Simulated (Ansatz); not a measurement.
InSb in the zinc blende structure (space group F-43m, No. 216)

```yaml
crystal:
  lattice:
    - [0.00000, 3.22485, 3.22485]
    - [3.22485, 0.00000, 3.22485]
    - [3.22485, 3.22485, 0.00000]
  atoms:
    - { symbol: In, position: [0.00000, 0.00000, 0.00000] }
    - { symbol: Sb, position: [0.25000, 0.25000, 0.25000] }
```

All numbers come from LDA/PAW in Ansatz (an electronic-structure program), scalar-relativistic without spin-orbit coupling. Γ-centred 13×13×13 mesh, Fermi–Dirac width 0.05 eV.

```yaml
volume_per_atom: 33.54 Å³
density: 5.86 g/cm³
band_gap: zero
total_energy: -5896.580 eV/atom (σ→0; compares only within this code and set-up)
```

Spin-orbit coupling, missing from the scalar runs, can matter with Sb. Whether these cells are dynamically stable was not tested. All final runs are without spin polarisation. A zero or small gap of InSb can be the functional's error rather than a property of the material.
